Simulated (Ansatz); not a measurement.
For GaAs (model structure, from the alpha GeTe type, R-3m, No. 166), PBE (plane waves, PAW; Ansatz, a program for electronic structure) gives:

| Item | Value |
|---|---|
| volume per atom | 19.60 Å³/atom |
| formation enthalpy | -0.022 eV/atom |

### Question
What does r²SCAN (PAW; Ansatz) give for the same quantities?

### Answer

- equilibrium volume per atom: 18.90 Å³/atom (shrinks by 3.6 %)
- formation enthalpy: -0.031 eV/atom (moves by -0.009 eV/atom)

Changes are worked out from the printed values.

Unless a cell is named, each level is at its own relaxed cell (PBE 19.60, r²SCAN 18.90 Å³/atom).

Ansatz's density-functional and Hartree–Fock values are scalar-relativistic unless marked +SOC, with PAW data made under PBE.

A model structure was made by putting elements into a prototype or built by hand; it is no filed structure, need not be a known phase, and can be a saddle point held by its symmetry.
